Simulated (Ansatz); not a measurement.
Band structure of Zr3Cd2 (Pmmm, 5 atoms in the cell).

```yaml
crystal:
  lattice:
    - [5.30000, 0.00000, 0.00000]
    - [0.00000, 6.52000, 0.00000]
    - [0.00000, 0.00000, 7.86000]
  atoms:
    - { symbol: Zr, position: [0.00000, 0.00000, 0.50000] }
    - { symbol: Cd, position: [0.50000, 0.50000, 0.50000] }
    - { symbol: Zr, position: [0.50000, 0.00000, 0.00000] }
    - { symbol: Cd, position: [0.50000, 0.00000, 0.50000] }
    - { symbol: Zr, position: [0.00000, 0.00000, 0.00000] }
```

Level of theory: RPBE, default PAW files made with PBE (plane waves; Ansatz, a first-principles code).

Settings: basis.ecutwfc = 420 eV; kpoints.mp_grid.grid = 4 4 3; hamiltonian.xc = rpbe; hamiltonian.pseudopotentials = {kind: paw} (the program's default PAW files); scf.occupations.method = cold; scf.occupations.width = 0.1 eV; kpoints.band_path.npoints = 16.

The starting cell comes from a database of published, mostly measured structures (it also holds non-ambient and calculated ones), without a prior relaxation at this level.

Levels in eV from the Fermi level, bands 35 to 42:
```json
[
 {"point": "Γ", "35": "-1.32", "36": "-1.01", "37": "-0.34", "38": "-0.16", "39": "-0.11", "40": "-0.06", "41": "0.73", "42": "1.03"},
 {"point": "X", "35": "-0.65", "36": "-0.38", "37": "-0.13", "38": "0.01", "39": "0.16", "40": "0.19", "41": "0.27", "42": "0.29"},
 {"point": "S", "35": "-0.60", "36": "-0.15", "37": "0.05", "38": "0.13", "39": "0.18", "40": "0.44", "41": "0.53", "42": "0.68"},
 {"point": "Y", "35": "-1.32", "36": "-0.91", "37": "-0.35", "38": "0.01", "39": "0.04", "40": "0.43", "41": "0.54", "42": "1.03"},
 {"point": "Z", "35": "-1.31", "36": "-1.29", "37": "-0.40", "38": "-0.15", "39": "-0.03", "40": "0.45", "41": "0.72", "42": "0.84"},
 {"point": "U", "35": "-0.58", "36": "-0.37", "37": "-0.28", "38": "-0.05", "39": "0.05", "40": "0.22", "41": "0.39", "42": "0.75"},
 {"point": "R", "35": "-0.36", "36": "-0.30", "37": "-0.15", "38": "-0.02", "39": "0.34", "40": "0.47", "41": "0.65", "42": "0.69"},
 {"point": "T", "35": "-1.30", "36": "-1.16", "37": "-0.09", "38": "-0.04", "39": "0.13", "40": "0.29", "41": "0.43", "42": "0.53"}
]
```

Bands cross the Fermi level along this path, so the cell is metallic at this level.

Keys are those of Ansatz 0.2.
